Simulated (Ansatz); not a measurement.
Consider the following.

```
CELL_PARAMETERS angstrom
      4.83570     0.00000     0.00000
      0.00000     4.83570     0.00000
      0.00000     0.00000     3.26691
ATOMIC_POSITIONS crystal
  Sn 0.00000 0.00000 0.00000
  Sn 0.50000 0.50000 0.50000
  O  0.30784 0.30784 0.00000
  O  0.80784 0.19216 0.50000
  O  0.19216 0.80784 0.50000
  O  0.69216 0.69216 0.00000
```

No spin polarisation.

The values are results of Ansatz (a program for electronic structure), LDA, PAW, cutoff 420 eV, without spin-orbit coupling, not measurements. k-mesh 7×7×10 (Γ-centred); smearing 0.05 eV (Fermi–Dirac).

Q: Predict the width of the top valence band, electron mass, band gap and pressure.

A: Width of the top valence band: 1.18 eV
Electron mass: 0.15 mₑ (at Γ)
Band gap: 0.40 eV
Pressure (mean of the normal stresses, compression positive): -12.62 GPa

The cells carry an imposed strain or load. Effective masses come from finite differences of ±0.01 Å⁻¹. Stability against distortions was not tested. The cell was made from SnO₂ in the rutile structure (space group P4_2/mnm, No. 136) by this change: isotropic strain +2.40 %.
